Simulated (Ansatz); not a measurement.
# Pressure series in TaN

Take TaN in the rock salt structure (space group Fm-3m, No. 225; a = 4.417 Å) as the base.

Cell and atoms are relaxed at each pressure.

Levels (all Ansatz, a program for electronic structure, PAW): PBE (420 eV, no spin-orbit coupling); r2SCAN (500 eV, spin-orbit coupling left out).

The base cell above is that of PBE; each level relaxes its own structures.

| case | lattice parameter a, PBE | lattice parameter a, r2SCAN |
|---|---|---|
| pressure −2 GPa | 4.426 Å | 4.405 Å |
| pressure −1 GPa | 4.421 Å | 4.401 Å |
| pressure 0.3 GPa | 4.416 Å | 4.395 Å |
| pressure 0.7 GPa | 4.414 Å | 4.393 Å |
| pressure 1.5 GPa | 4.410 Å | 4.390 Å |
| pressure 3 GPa | 4.404 Å | 4.384 Å |
| pressure 5 GPa | 4.395 Å | 4.376 Å |
| pressure 7.5 GPa | 4.385 Å | 4.366 Å |
| pressure 10 GPa | 4.375 Å | 4.357 Å |

PBE lies above r2SCAN in every row, by 0.018 Å to 0.021 Å. They put the cases in the same order.

Load acts through the strain it causes; cell and atoms are relaxed under it. Whether these cells are dynamically stable was not tested. No other phases were tried under pressure. All final runs are without spin polarisation. This is not the structure that TaN has at room temperature and ambient pressure.
